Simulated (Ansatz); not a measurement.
Input and output of a self-consistent single point for Nb₃Sn (Pm-3n, 8 atoms in the cell) (Ansatz, a quantum-chemistry and plane-wave program).

Level of theory: LDA (PW92), default PAW files made with PBE (plane waves; Ansatz).

```xyz
8
Lattice="5.4002 0.0000 0.0000 0.0000 5.4002 0.0000 0.0000 0.0000 5.4002" Properties=species:S:1:pos:R:3 pbc="T T T"
Nb     1.3500     0.0000     2.7001
Nb     4.0501     0.0000     2.7001
Nb     2.7001     4.0501     0.0000
Nb     2.7001     1.3500     0.0000
Nb     0.0000     2.7001     4.0501
Nb     0.0000     2.7001     1.3500
Sn     0.0000     0.0000     0.0000
Sn     2.7001     2.7001     2.7001
```

Reference input (self-consistent single point, DFT, PBE, plane waves, default PAW files): kpoints.mp_grid.grid = 5 5 5; hamiltonian.xc = pbe; hamiltonian.pseudopotentials = {kind: paw} (the program's default PAW files); scf.occupations.method = gaussian; scf.occupations.width = 0.1 eV. This run's input differs from it in these lines:

Ansatz 0.2 input:
```diff
@@ -18,3 +18,3 @@
 hamiltonian:
-  xc: pbe
+  xc: lda
   pseudopotentials: { kind: paw }
```

Output (repeated stretches shortened):

```
SCF iter   1: F=—  HF=-38415.595045 eV  |F-HF|=—  |Δ(HF+E_count)|=         —  Δρ=8.09e-3  dr2=5.17e-2  ethr=1.77e-3  ⟨swp⟩=5.9  Hψ=2244  notcnv=0
all-band conjugate gradients solve this SCF's bands
preconditioner: auto → Kerker (q_TF=auto, 2.554 Å⁻¹)
SCF iter   2: F=—  HF=-38415.584070 eV  |F-HF|=—  |Δ(HF+E_count)|=   1.10e-2  Δρ=4.27e-3  dr2=1.61e-2  ethr=4.88e-5  ⟨swp⟩=2.2  Hψ=1106  notcnv=0
SCF iter   3: F=—  HF=-38415.579155 eV  |F-HF|=—  |Δ(HF+E_count)|=   4.91e-3  Δρ=4.26e-4  dr2=3.71e-4  ethr=1.52e-5  ⟨swp⟩=2.5  Hψ=989  notcnv=0
SCF iter   4: F=—  HF=-38415.579055 eV  |F-HF|=—  |Δ(HF+E_count)|=   1.00e-4  Δρ=1.28e-4  dr2=3.39e-5  ethr=3.50e-7  ⟨swp⟩=2.1  Hψ=856  notcnv=0
SCF iter   5: F=—  HF=-38415.579037 eV  |F-HF|=—  |Δ(HF+E_count)|=   1.77e-5  Δρ=1.32e-5  dr2=3.25e-7  ethr=3.20e-8  ⟨swp⟩=2.0  Hψ=880  notcnv=0
SCF iter   6: F=-38415.579037 eV  HF=-38415.579037 eV  |F-HF|=5.43e-9  |Δ(HF+E_count)|=   9.02e-8  Δρ=2.83e-6  dr2=1.10e-8  ethr=9.43e-11  ⟨swp⟩=10.0  Hψ=2544  notcnv=0
SCF 1 converged in 6 iterations: F = -38415.579037 eV  dr2 = 1.10e-8
Free energy (F): -38415.579037 eV
Internal energy: -38415.489097 eV  (E = F + TS)
E sigma→0 (E₀):  -38415.534067 eV
Entropy (-TS):   -0.089940 eV (-11.242 meV/atom)
Fermi energy:    15.682534 eV
--- Forces (eV/Å), atoms counted from 1 ---
  atom   1  Nb     0.00000000     0.00000000     0.00000000
   [... zero for the other atoms too ...]
--- Stress (GPa, compression-positive) ---
      -15.083762       0.000000      -0.000000
        0.000000     -15.083762       0.000000
        0.000000       0.000000     -15.083762
  P = ⅓ Tr σ = -15.0838 GPa (-150.838 kbar)
  The stress holds the Pulay correction. Without it, at fixed plane waves, as pw.x and ABINIT print it: P = -15.1170 GPa
```

The run converged in 6 iterations. Against the reference run the pressure goes from -6.62 to -15.08 GPa.

The starting cell comes from a database of computed structures (which also holds hypothetical and non-ambient phases and stackings), without a prior relaxation at this level. Its lattice was rescaled by a random factor within 2.5 % of one. Spin polarisation is off. With a pressure of about -15 GPa the cell is away from its equilibrium volume at this level. Ansatz's pressure includes its estimate of the finite-basis (Pulay) stress.
